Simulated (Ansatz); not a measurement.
## Pt under a change: x(Os) = 0.25, 4 atoms, P4/mmm

Start from Pt in the fcc (Cu type) structure (space group Fm-3m, No. 225; a = 3.940 Å).

The other end (x = 1) is Os in the fcc (Cu type) structure (space group Fm-3m, No. 225; a model cell): 14.07 Å³/atom, gap zero; this end may not be an ambient phase.

It is then changed as follows: Os replaces 25.0 % of the Pt, ordered in a cell of 4 atoms (starting symmetry P4/mmm) and fully relaxed.

Level of theory: r2SCAN (Ansatz, a quantum-chemistry and plane-wave program; PAW; 500 eV plane waves; without spin-orbit coupling). Γ-centred 17×17×6 mesh, Fermi–Dirac width 0.05 eV, for the changed cell.

The volume per atom shrinks by 0.348 Å³, from 15.29 Å³ to 14.95 Å³ and the density goes up by 0.36 g/cm³ to 21.54 g/cm³. The band gap remains zero and the mixing energy comes out as +0.01 eV/atom (to 0.01 eV only: unlike meshes or grids). The deviation of the volume from the linear (Vegard-type) interpolation comes out as -0.3 %.

Each cell is one ordered arrangement of few atoms, which overstates ordering effects compared with a random alloy. Stability against distortions was not tested. The final runs are not spin-polarised. This is not the structure that Os has at room temperature and ambient pressure.
